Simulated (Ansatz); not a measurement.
Consider this model of amorphous Si$_{24}$O$_{51}$Al$_{2}$.

```
CELL_PARAMETERS angstrom
     11.14751    -0.04197    -0.30718
     -0.04197     9.88377     0.17639
     -0.30718     0.17639    10.39516
ATOMIC_POSITIONS crystal
  Si 0.74683 0.44957 0.33181
  Si 0.46665 0.23186 0.64106
  Si 0.23031 0.37376 0.61658
  Si 0.08909 0.08589 0.43055
  Si 0.19395 0.35199 0.31642
  Si 0.59200 0.84842 0.98858
  Si 0.49641 0.13479 0.93552
  Si 0.32818 0.97939 0.56260
  Si 0.01659 0.00328 0.92577
  Si 0.09651 0.62030 0.70324
  Si 0.04248 0.17492 0.69137
  Si 0.47480 0.73741 0.45164
  Si 0.90154 0.66039 0.47897
  Si 0.96493 0.45905 0.13995
  Si 0.29047 0.79484 0.78330
  Si 0.63174 0.38620 0.91194
  Si 0.26725 0.97340 0.02220
  Si 0.63171 0.20918 0.43566
  Si 0.64974 0.92250 0.36279
  Si 0.70815 0.66370 0.94633
  Si 0.43312 0.83937 0.20031
  Si 0.89179 0.26335 0.90669
  Si 0.90295 0.87075 0.36741
  Si 0.96364 0.68405 0.93971
  O  0.84398 0.44853 0.22001
  O  0.34576 0.93050 0.71330
  O  0.60766 0.48419 0.28003
  O  0.66246 0.04980 0.45807
  O  0.37401 0.66257 0.79232
  O  0.08555 0.42580 0.23054
  O  0.19800 0.40406 0.46572
  O  0.32335 0.38835 0.25792
  O  0.15546 0.19159 0.33300
  O  0.17978 0.23746 0.68623
  O  0.18968 0.99062 0.50705
  O  0.16796 0.76313 0.69153
  O  0.30507 0.91660 0.16903
  O  0.39652 0.87067 0.48210
  O  0.75020 0.29619 0.39822
  O  0.99253 0.59534 0.59098
  O  0.37990 0.37204 0.64821
  O  0.53973 0.94356 0.25201
  O  0.04766 0.03180 0.77418
  O  0.19288 0.49975 0.69656
  O  0.98084 0.84618 0.94823
  O  0.95764 0.71828 0.34092
  O  0.86824 0.81840 0.51687
  O  0.05273 0.60919 0.84852
  O  0.83050 0.65267 0.87228
  O  0.52318 0.22666 0.32629
  O  0.38599 0.13166 0.55003
  O  0.61536 0.78680 0.44748
  O  0.49176 0.16301 0.78107
  O  0.46330 0.60879 0.54690
  O  0.95759 0.27771 0.76730
  O  0.60480 0.75421 0.85920
  O  0.47384 0.79363 0.05987
  O  0.36513 0.09202 0.98394
  O  0.95365 0.35839 0.01733
  O  0.90703 0.10428 0.95631
  O  0.25734 0.84710 0.92452
  O  0.00589 0.15483 0.53822
  O  0.97862 0.61398 0.08253
  O  0.42384 0.70927 0.30129
  O  0.66847 0.51456 0.00186
  O  0.13444 0.04135 0.01944
  O  0.75088 0.30125 0.88007
  O  0.71326 0.77665 0.06203
  O  0.59203 0.01137 0.96611
  O  0.58891 0.26943 0.57210
  O  0.54530 0.27947 0.99525
  O  0.56457 0.45222 0.78415
  O  0.99811 0.99171 0.34442
  O  0.79467 0.55314 0.44455
  O  0.77592 0.91142 0.29142
  Al 0.47814 0.38437 0.27282
  Al 0.45228 0.54921 0.70485
```

Methods: PBE, scalar-relativistic without spin-orbit coupling (Ansatz, a first-principles code); r2SCAN, scalar-relativistic without spin-orbit coupling (Ansatz); HSE06, scalar-relativistic without spin-orbit coupling (Ansatz). Neutral PBE cell, which sets geometry, pressure and energy: sampling: a 2×2×2 Γ-centred mesh; Fermi-Dirac width 0.02 eV; no spin polarisation. Exact exchange is cut at the faces of this 10 Å cell, which leaves hybrid gaps a finite-size error.

Preparation: random packing, a CHGNet melt and quench, and a DFT relaxation. O atoms were pushed apart under 1.9 Å during the dynamics, to hinder bonds among them. The hot cell started wider than the set density and was brought back towards it in steps. It is the lowest in DFT energy of 2 quenches. It is a model cell: composition and starting density were chosen by hand, and all elements were melted together. No dispersion term was used. Its density started from a set value of 2.24 and ended at 2.24 g/cm³. The quench (nominally 400 K/ps over its main leg) was far faster than any real one, so the model tends to hold more defects than a real film. One small periodic cell is one sample of the glass; other quenches scatter about these values. The volume was held where the preparation left it and the shape relaxed.

**Question.** Give the pressure, the energy against reference phases and the spacing of the highest filled and lowest empty levels.

**Answer.** 
```json
{
  "Pressure on a 2×2×2 Γ-centred mesh": "1.09 GPa",
  "Largest force and stress component on that mesh (the relaxation ran on the zone centre alone)": "0.02 eV/Å and 1.1 GPa",
  "Energy relative to alpha cristobalite + corundum (lowest mix at this level among the phases computed, not always the ambient ones)": "0.124 eV/atom",
  "Level gap on a 2×2×2 Γ-centred mesh (PBE)": "4.79 eV",
  "Level gap at the zone centre (PBE)": "4.79 eV",
  "Level gap at the zone centre (r2SCAN)": "5.48 eV",
  "Level gap at the zone centre (HSE06)": "6.59 eV",
  "Distance between the nearest levels spread over more than a fifth of the atoms or a third of the atoms of their main element (six at least) (PBE, zone centre)": "5.17 eV"
}
```

**Question.** At PBE and the zone centre, how localised are the states just below and above the Fermi level (participation number: the atoms over which a state spreads)?

**Answer.** The highest filled state is spread over 5.7 atoms' worth, largest on O29, with weights by element (charge in smoothed Voronoi cells) O 0.95, Si 0.04, Al 0.01. The lowest empty state is spread over 18.0 atoms' worth, largest on Al76, with weights by element (charge in smoothed Voronoi cells) O 0.63, Al 0.21, Si 0.17.

At PBE the levels at the filled edge of the gap are localised (band-tail or defect states), and the nearest spread-out levels lie 5.2 eV apart at the zone centre.

Cut-offs for bonds: Si-Si 2.60 Å, Si-O 1.90 Å, Si-Al 2.55 Å, O-O 1.58 Å, O-Al 2.24 Å, Al-Al 2.66 Å. Two cations that share two anions don't count as bonded, nor two that share one unless they lie closer than Si-Si 2.38 Å, Si-Al 2.48 Å, Al-Al 2.59 Å.

Added carriers, by Ansatz with PBE, scalar-relativistic without spin-orbit coupling on the zone centre alone. Charged cells keep the cell fixed and stand in a uniform background, with no image correction, at a width of 0.01 eV; where the count is odd the moment is locked at 1 μB, unless the neutral cell bore moments. Each starts from the undistorted neutral geometry alone. PBE's self-interaction favours spread-out carriers, so it can miss traps that a hybrid finds.

**Question.** What happens at PBE when the cell takes an extra electron and the atoms relax?

**Answer.** Relaxation lowers the charged cell by 0.38 eV. The largest moves are Al76 0.35 Å, O32 0.30 Å, O50 0.28 Å, O31 0.27 Å. The level that holds the added charge spreads over 3.7 atoms' worth, most on Al76 (weight 0.51): a localised (trapped) carrier, which neighbours of that atom can share. No bond crosses its cut-off with a change of over 0.15 Å (metal-metal contacts aside). Made neutral again at that geometry, the cell lies +0.92 eV from the neutral start.

**Question.** What happens at PBE when the cell takes a hole and the atoms relax?

**Answer.** Relaxation lowers the charged cell by 0.10 eV. The largest moves are O44 0.09 Å, O68 0.08 Å, O29 0.08 Å, O75 0.07 Å. The level that was emptied spreads over 11.1 atoms' worth, most on O29 (weight 0.20): a partly localised carrier. No bond crosses its cut-off with a change of over 0.15 Å (metal-metal contacts aside). Made neutral again at that geometry, the cell lies +0.19 eV from the neutral start.
